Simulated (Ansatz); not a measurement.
Results of PBE-D3(BJ) (plane waves, PAW; Ansatz, a program for electronic structure) for rutile MgH₂.

Settings: plane-wave cutoff 520 eV, 8×8×12 k mesh (along the axes of the cell as run), Fermi–Dirac smearing 0.01 eV, scalar-relativistic PAW data made under PBE.

Computed at the level's own relaxed cell.

```
CELL_PARAMETERS angstrom
      4.43407     0.00000     0.00000
      0.00000     4.43407     0.00000
      0.00000     0.00000     2.98824
ATOMIC_POSITIONS crystal
  Mg 0.00000 0.00000 0.00000
  Mg 0.50000 0.50000 0.50000
  H  0.30426 0.30426 0.00000
  H  0.80426 0.19574 0.50000
  H  0.19574 0.80426 0.50000
  H  0.69574 0.69574 0.00000
```

Q: List the 8 lowest band energies at Γ above −25 eV (eV, relative to the valence band maximum), grouping those that round alike.

A: At Γ: -6.68, -1.50 (×2), -0.44, 4.67, 5.20, 9.43 (×2).
